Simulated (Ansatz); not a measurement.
Electronic density of states of amorphous Ta₂₄B₈O₁₆, density 12.49 g/cm³, on a 2×2×2 Γ-centred mesh with a Gaussian width of 0.1 eV; energies count from the Fermi level. Cell and mesh are small, so fine structure isn't converged. These are PBE, scalar-relativistic without spin-orbit coupling (plane waves to 420 eV, PAW; Ansatz, a program for electronic structure) values and carry that method's errors. Sampling: a 2×2×2 Γ-centred mesh; Fermi-Dirac width 0.1 eV; no spin polarisation. The usual formal charges leave 112 electrons over, so the level spacing at the Fermi energy parts defect or band states and needn't be the band gap.

A CHGNet melt-quench gave the starting glass, which DFT then relaxed. O atoms were pushed apart under 1.9 Å during the dynamics, to hinder bonds among them. The hot cell started wider than the set density and was brought back towards it in steps. It is the lowest in DFT energy of 2 quenches. It is a model cell: composition and starting density were chosen by hand, and all elements were melted together. No dispersion term was used. Its density started from a set value of 13.76 and ended at 12.49 g/cm³. The simulated quench (nominally 300 K/ps over its main leg) is rapid and tends to freeze in more defects than a deposited or slowly cooled glass has. One small periodic cell is one sample of the glass; other quenches scatter about these values. The volume was free in the relaxation, at fixed shape. Stress components on the final sampling reach 1.9 GPa. On a 2×2×2 Γ-centred mesh force components of up to 0.30 eV/Å stay, since the relaxation ran on one k-point at (1/4, 1/4, 1/4).

(E - EF (eV), states/(eV atom)): (-12.00, 0.00); (-11.90, 0.00); (-11.80, 0.00); (-11.70, 0.00); (-11.60, 0.00); (-11.50, 0.00); (-11.40, 0.01); (-11.30, 0.08); (-11.20, 0.20); (-11.10, 0.12); (-11.00, 0.02); (-10.90, 0.00); (-10.80, 0.00); (-10.70, 0.00); (-10.60, 0.00); (-10.50, 0.03); (-10.40, 0.15); (-10.30, 0.17); (-10.20, 0.06); (-10.10, 0.01); (-10.00, 0.00); (-9.90, 0.01); (-9.80, 0.07); (-9.70, 0.18); (-9.60, 0.13); (-9.50, 0.02); (-9.40, 0.00); (-9.30, 0.00); (-9.20, 0.00); (-9.10, 0.00); (-9.00, 0.03); (-8.90, 0.06); (-8.80, 0.12); (-8.70, 0.13); (-8.60, 0.14); (-8.50, 0.20); (-8.40, 0.24); (-8.30, 0.27); (-8.20, 0.37); (-8.10, 0.41); (-8.00, 0.53); (-7.90, 0.51); (-7.80, 0.49); (-7.70, 0.57); (-7.60, 0.57); (-7.50, 0.46); (-7.40, 0.54); (-7.30, 0.59); (-7.20, 0.51); (-7.10, 0.50); (-7.00, 0.55); (-6.90, 0.57); (-6.80, 0.57); (-6.70, 0.60); (-6.60, 0.56); (-6.50, 0.59); (-6.40, 0.65); (-6.30, 0.64); (-6.20, 0.57); (-6.10, 0.57); (-6.00, 0.59); (-5.90, 0.54); (-5.80, 0.51); (-5.70, 0.58); (-5.60, 0.53); (-5.50, 0.52); (-5.40, 0.55); (-5.30, 0.64); (-5.20, 0.62); (-5.10, 0.58); (-5.00, 0.56); (-4.90, 0.46); (-4.80, 0.37); (-4.70, 0.41); (-4.60, 0.48); (-4.50, 0.47); (-4.40, 0.45); (-4.30, 0.40); (-4.20, 0.43); (-4.10, 0.46); (-4.00, 0.48); (-3.90, 0.46); (-3.80, 0.41); (-3.70, 0.43); (-3.60, 0.43); (-3.50, 0.42); (-3.40, 0.42); (-3.30, 0.37); (-3.20, 0.39); (-3.10, 0.42); (-3.00, 0.37); (-2.90, 0.38); (-2.80, 0.38); (-2.70, 0.43); (-2.60, 0.48); (-2.50, 0.43); (-2.40, 0.47); (-2.30, 0.49); (-2.20, 0.47); (-2.10, 0.47); (-2.00, 0.55); (-1.90, 0.60); (-1.80, 0.51); (-1.70, 0.50); (-1.60, 0.56); (-1.50, 0.58); (-1.40, 0.60); (-1.30, 0.59); (-1.20, 0.61); (-1.10, 0.49); (-1.00, 0.47); (-0.90, 0.56); (-0.80, 0.50); (-0.70, 0.43); (-0.60, 0.44); (-0.50, 0.43); (-0.40, 0.39); (-0.30, 0.43); (-0.20, 0.44); (-0.10, 0.39); (0.00, 0.40); (0.10, 0.43); (0.20, 0.33); (0.30, 0.37); (0.40, 0.45); (0.50, 0.40); (0.60, 0.38); (0.70, 0.43); (0.80, 0.44); (0.90, 0.46); (1.00, 0.49); (1.10, 0.48); (1.20, 0.45); (1.30, 0.53); (1.40, 0.60); (1.50, 0.60); (1.60, 0.57); (1.70, 0.54); (1.80, 0.53); (1.90, 0.58); (2.00, 0.69); (2.10, 0.67); (2.20, 0.57); (2.30, 0.65); (2.40, 0.67); (2.50, 0.58)
